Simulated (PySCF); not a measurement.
PySCF 2.14.0, HF/def2-svp: La(F)3 ([F][La]([F])[F]), 4 atoms. The geometry is a generated start, not checked to be a minimum at this level.

| Item | Value |
|---|---|
| task | energy |
| method | hf |
| basis | def2-svp |
| mol.max_memory | 7000 MB |
| mf.init_guess | minao (default) |
| mf.DIIS | CDIIS (default) |
| mf.diis_space | 8 (default) |
| mf.conv_tol | 1e-09 (default) |
| effective core potentials | those of the basis set, past Kr |
| basis functions (reference run) | 74 |

```xyz
4

La    -0.0003    -0.0011    -0.0037
F     -1.6717    -1.0429     0.0636
F     -0.0044     1.8172    -0.7597
F      1.6763    -0.7731     0.6998
```

The reference run uses exact four-centre integrals. Single runs; times are not shown.

Settings tried, all else as in the reference:
- density fitting
- density fitting, auxbasis = def2-universal-jfit
- COSX exchange (sgx_fit, pjs) with fitted J, mf.with_df.grids_level_i = 1, mf.with_df.grids_level_f = 1
- COSX exchange (sgx_fit, pjs) with fitted J, mf.with_df.grids_level_i = 1, mf.with_df.grids_level_f = 4
- COSX exchange (sgx_fit, pjs) with fitted J, mf.with_df.grids_level_i = 1, mf.with_df.grids_level_f = 3
- COSX exchange (sgx_fit, pjs) with fitted J, mf.with_df.grids_level_i = 1, mf.with_df.grids_level_f = 2 (default)
- density fitting of J alone, exact K
- density fitting, auxbasis = autoaux

### Question
Which of these stay within 1.0 meV/atom in energy of the reference run?

### Answer
Within it: density fitting, auxbasis = autoaux; density fitting of J alone, exact K; COSX exchange (sgx_fit, pjs) with fitted J, mf.with_df.grids_level_i = 1, mf.with_df.grids_level_f = 4; COSX exchange (sgx_fit, pjs) with fitted J, mf.with_df.grids_level_i = 1, mf.with_df.grids_level_f = 3. Outside: density fitting; COSX exchange (sgx_fit, pjs) with fitted J, mf.with_df.grids_level_i = 1, mf.with_df.grids_level_f = 2 (default); COSX exchange (sgx_fit, pjs) with fitted J, mf.with_df.grids_level_i = 1, mf.with_df.grids_level_f = 1; density fitting, auxbasis = def2-universal-jfit.

| setting | energy against the reference |
|---|---|
| density fitting, auxbasis = autoaux | +0.34 meV/atom |
| density fitting of J alone, exact K | −0.42 meV/atom |
| COSX exchange (sgx_fit, pjs) with fitted J, mf.with_df.grids_level_i = 1, mf.with_df.grids_level_f = 4 | −0.44 meV/atom |
| COSX exchange (sgx_fit, pjs) with fitted J, mf.with_df.grids_level_i = 1, mf.with_df.grids_level_f = 3 | −0.51 meV/atom |
| density fitting | +1.6 meV/atom |
| COSX exchange (sgx_fit, pjs) with fitted J, mf.with_df.grids_level_i = 1, mf.with_df.grids_level_f = 2 (default) | −6.7 meV/atom |
| COSX exchange (sgx_fit, pjs) with fitted J, mf.with_df.grids_level_i = 1, mf.with_df.grids_level_f = 1 | +13 meV/atom |
| density fitting, auxbasis = def2-universal-jfit | +140 meV/atom |

Total energies are compared; such shifts often cancel in part in energy differences. sgx_fit (COSX, pjs=True) fits J as well, so its difference is the sum of the grid's shift in exchange and the fit's in Coulomb. def2-universal-jfit is made for Coulomb alone and misses functions that exchange needs. No test of the SCF solution's stability was run. Also tried and not ranked: density fitting, auxbasis = def2-universal-jkfit (same energy as a listed run). The tolerance is a choice made for this comparison.
